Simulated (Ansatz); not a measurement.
**Ca₂Sn (Fm-3m, No. 225, 3 atoms in the cell; start mp-1009730)**

The numbers are results of LDA in Ansatz (plane waves, PAW), not measurements.

Settings: plane-wave cutoff 520 eV, 8×8×8 k mesh, Fermi–Dirac smearing 0.01 eV, scalar-relativistic PAW data made under PBE.

Cell (relaxed with PBEsol):

```cif
data_Ca8Sn4
_chemical_formula_sum 'Ca8 Sn4'
_space_group_name_H-M_alt 'Fm-3m'
_space_group_IT_number 225
_space_group_name_Hall '-F 4 2 3'
_cell_length_a 7.47004
_cell_length_b 7.47004
_cell_length_c 7.47004
_cell_angle_alpha 90.000
_cell_angle_beta 90.000
_cell_angle_gamma 90.000
loop_
_atom_site_label
_atom_site_type_symbol
_atom_site_symmetry_multiplicity
_atom_site_Wyckoff_symbol
_atom_site_fract_x
_atom_site_fract_y
_atom_site_fract_z
_atom_site_occupancy
Ca1 Ca 8 c 0.25000 0.25000 0.25000 1
Sn1 Sn 4 a 0.00000 0.00000 0.00000 1
```
(The calculation used a cell of 3 atoms; values per cell refer to that cell.)

```
Item                                           Value
-------------------------------------------  -------
band gap                                     0.64 eV
smallest direct gap on the k points sampled  0.67 eV
Γ–Γ gap                                      1.99 eV
```

Note: cell and atoms aren't relaxed at this level (pressure -1.4 GPa).

Spin–orbit coupling is not included.

Static lattice: no zero-point or thermal effects.

The result took about 11 core-seconds (a rough figure).

A start named mp-… is a Materials Project structure, which need not be a measured phase.

Ansatz is a first-principles code.
